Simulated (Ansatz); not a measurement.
Consider Hf in the hcp (Mg type) structure (space group P6_3/mmc, No. 194; a = 3.2040 Å, c = 5.0726 Å; relaxed with 0.1 eV smearing). Axes: x lies along a and z along c of the hexagonal cell.

Calculations: PBE (Ansatz, a program for electronic structure, PAW, no spin-orbit coupling).

For the base:

```
Quantity                        Result
-----------------------------  -------
Shortest interatomic distance  3.139 Å
```

One thing is altered: biaxial strain −0.50 %, plane normal [001], relaxed out of plane (Cartesian); in-plane vectors clamped, the third vector and the atoms free.

### Question
Estimate the effect on the in-plane stress and shortest interatomic distance.

### Answer
The mean in-plane stress (compression positive) comes out as +1.0 GPa; the shortest interatomic distance is nearly the same (3.139 Å against 3.141 Å).

No phonon test of stability was made. All final runs are without spin polarisation.
